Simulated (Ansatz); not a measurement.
Input:

```
Ti
1.0
    2.93978     0.00000     0.00000
   -1.46989     2.54592     0.00000
    0.00000     0.00000     4.67727
Ti
2
Direct
  0.66667   0.33333   0.75000
  0.33333   0.66667   0.25000
```

No spin polarisation.

Method: DFT with PBE, PAW potentials and a 420 eV plane-wave cutoff in Ansatz (a quantum-chemistry and plane-wave program), spin-orbit coupling left out. Settings: 23×23×13 k-points, 0.1 eV Fermi–Dirac smearing.

Question: Predict the space group and pressure.

Answer: The space group is P6_3/mmc (No. 194) and the pressure (mean of the normal stresses, compression positive) comes out as -0.6 GPa.

The cells carry an imposed strain or load. No phonon test of stability was made. The final runs are not spin-polarised. The cell was made from Ti in the hcp (Mg type) structure (space group P6_3/mmc, No. 194) by this change: uniaxial strain ε_zz = +0.50 %.
